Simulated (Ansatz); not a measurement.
A self-consistent single point of HfCd (P4mm, 4 atoms in the cell) with Ansatz (a first-principles code).

Level of theory: PBEsol, default PAW files made with PBE (plane waves; Ansatz).

```yaml
crystal:
  lattice:
    - [3.03202, 0.00000, 0.00000]
    - [0.00000, 3.03202, 0.00000]
    - [0.00000, 0.00000, 9.11665]
  atoms:
    - { symbol: Hf, position: [0.00000, 0.50000, 0.88712] }
    - { symbol: Hf, position: [0.50000, 0.00000, 0.11836] }
    - { symbol: Cd, position: [0.00000, 0.50000, 0.37747] }
    - { symbol: Cd, position: [0.50000, 0.00000, 0.62253] }
```

Reference input (self-consistent single point, DFT, PBEsol, plane waves, default PAW files made with PBE): basis.ecutwfc = 420 eV; kpoints.mp_grid.grid = 9 9 3; hamiltonian.xc = pbesol; hamiltonian.pseudopotentials = {kind: paw} (the program's default PAW files); scf.occupations.method = fermi_dirac; scf.occupations.width = 0.1 eV. This run's input differs from it in these lines:

Ansatz 0.2 input:
```diff
@@ -12,3 +12,3 @@
 basis:
-  ecutwfc: 420.0
+  ecutwfc: 1010.0
 kpoints:
```

The program printed (abridged):

```
SCF iter   1: F=—  HF=-47564.635271 eV  |F-HF|=—  |Δ(HF+E_count)|=         —  Δρ=7.73e-3  dr2=1.05e-1  ethr=1.77e-3  ⟨swp⟩=5.7  Hψ=5943  notcnv=0  defer=3
all-band conjugate gradients solve this SCF's bands
preconditioner: auto → Kerker (q_TF=auto, 2.771 Å⁻¹)
SCF iter   2: F=—  HF=-47564.620913 eV  |F-HF|=—  |Δ(HF+E_count)|=   1.44e-2  Δρ=3.31e-3  dr2=3.14e-2  ethr=1.14e-4  ⟨swp⟩=2.1  Hψ=2915  notcnv=0  defer=3
   [... lines left out ...]
SCF iter   6: F=—  HF=-47564.617213 eV  |F-HF|=—  |Δ(HF+E_count)|=   4.64e-5  Δρ=1.34e-4  dr2=2.02e-5  ethr=5.88e-8  ⟨swp⟩=2.0  Hψ=2844  notcnv=0  defer=5
SCF iter   7: F=—  HF=-47564.617209 eV  |F-HF|=—  |Δ(HF+E_count)|=   3.83e-6  Δρ=2.88e-5  dr2=1.03e-6  ethr=2.19e-8  ⟨swp⟩=2.0  Hψ=2931  notcnv=0  defer=5
SCF iter   8: F=—  HF=-47564.617209 eV  |F-HF|=—  |Δ(HF+E_count)|=   3.35e-8  Δρ=1.35e-5  dr2=2.99e-7  ethr=1.12e-9  ⟨swp⟩=2.0  Hψ=2941  notcnv=0  defer=5
SCF iter   9: F=-47564.617209 eV  HF=-47564.617209 eV  |F-HF|=4.81e-8  |Δ(HF+E_count)|=   3.29e-7  Δρ=5.68e-6  dr2=5.98e-8  ethr=1.09e-10  ⟨swp⟩=9.5  Hψ=8541  notcnv=0
SCF 1 converged in 9 iterations: F = -47564.617209 eV  dr2 = 5.98e-8
Free energy (F): -47564.617209 eV
Internal energy: -47564.531582 eV  (E = F + TS)
E sigma→0 (E₀):  -47564.574395 eV
Entropy (-TS):   -0.085627 eV (-21.407 meV/atom)
Fermi energy:    18.009569 eV
--- Forces (eV/Å), atoms counted from 1 ---
  atom   1  Hf    -0.00000000     0.00000000    -0.54259711
  atom   2  Hf     0.00000000     0.00000000     0.41411740
  atom   3  Cd    -0.00000000     0.00000000    -0.01049670
  atom   4  Cd     0.00000000     0.00000000     0.13906394
--- Stress (GPa, compression-positive) ---
       -0.538689       0.000000       0.000000
        0.000000      -0.538689       0.000000
        0.000000       0.000000      -0.330879
  P = ⅓ Tr σ = -0.4694 GPa (-4.694 kbar)
  The stress holds the Pulay correction. Without it, at fixed plane waves, as pw.x and ABINIT print it: P = -0.4722 GPa
```

The run converged in 9 iterations. Against the reference run the free energy falls by 1.6 meV/atom, the pressure hardly changes (-0.46 to -0.47 GPa) and the largest force stays at 0.543 eV/Å.

The starting cell comes from a database of computed structures (which also holds hypothetical and non-ambient phases and stackings), without a prior relaxation at this level. Its lattice was rescaled by up to half a per cent. One atom was moved a little off its site on purpose. Ansatz's pressure includes its estimate of the finite-basis (Pulay) stress.

Cost on one core of a shared machine: roughly 40 s.
